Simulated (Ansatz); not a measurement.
## What Ta → Lu does to Ta

Base system: Ta in the bcc (W type) structure (space group Im-3m, No. 229; a = 3.282 Å).

It is then changed as follows: Lu takes the place of Ta on all its sites, then cell and atoms are relaxed.

All numbers come from PBEsol (Ansatz, a quantum-chemistry and plane-wave program; PAW; 420 eV plane waves; without spin-orbit coupling). Settings: 17×17×17 k-points, 0.05 eV Fermi–Dirac smearing, for the changed cell.

```json
[
 {"quantity": "volume per atom", "base": "17.68 Å³", "changed": "27.88 Å³", "shift": "+10.20 Å³"},
 {"quantity": "density", "base": "17.00 g/cm³", "changed": "10.42 g/cm³", "shift": "-6.58 g/cm³"},
 {"quantity": "space group", "base": "Im-3m (No. 229)", "changed": "Im-3m (No. 229)", "shift": "–"},
 {"quantity": "shortest interatomic distance", "base": "2.842 Å", "changed": "3.308 Å", "shift": "+0.466 Å"},
 {"quantity": "band gap", "base": "zero", "changed": "zero", "shift": "–"}
]
```

Final structure:

```
CELL_PARAMETERS angstrom
     -1.91016     1.91016     1.91016
      1.91016    -1.91016     1.91016
      1.91016     1.91016    -1.91016
ATOMIC_POSITIONS crystal
  Lu 0.00000 0.00000 0.00000
```

No phonon test of stability was made. For Lu in this form, whether it has been made was not checked. The final runs are not spin-polarised. This is not the structure that Lu has at room temperature and ambient pressure.
